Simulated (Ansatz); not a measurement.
# Response to strain in C

The reference is C in the diamond structure (space group Fd-3m, No. 227; a = 3.560 Å). Axes: x, y, z lie along the cube axes.

Strains are applied to the cell and any free atomic positions relax; under biaxial strain the out-of-plane vector relaxes too.

Calculations: Ansatz (a first-principles code) r2SCAN, spin-orbit coupling left out.

Notes on the quantities. pressure: mean of the normal stresses, compression positive.

| variant | out-of-plane strain | gap character | pressure | band gap |
|---|---|---|---|---|
| base | – | – | 0.1 kbar | 4.36 eV |
| biaxial strain −2.50 %, plane normal [111], relaxed out of plane | +0.25 % | indirect, Γ → F–Γ (25 % along) | 240.8 kbar | 4.40 eV |
| biaxial strain −2.08 %, plane normal [111], relaxed out of plane | +0.21 % | indirect, Γ → F–Γ (25 % along) | 196.5 kbar | 4.40 eV |
| biaxial strain −1.67 %, plane normal [111], relaxed out of plane | +0.17 % | indirect, Γ → F–Γ (25 % along) | 154.8 kbar | 4.40 eV |
| biaxial strain −1.25 %, plane normal [111], relaxed out of plane | +0.12 % | indirect, Γ → k = (0, 3/8, -3/8) in the run's primitive reciprocal basis | 113.7 kbar | 4.40 eV |
| biaxial strain −0.83 %, plane normal [111], relaxed out of plane | +0.08 % | indirect, Γ → F–Γ (25 % along) | 74.0 kbar | 4.39 eV |
| biaxial strain −0.42 %, plane normal [111], relaxed out of plane | +0.04 % | indirect, Γ → F–Γ (25 % along) | 36.8 kbar | 4.38 eV |

No phonon test of stability was made. k-point labels follow each cell's own Brillouin zone.
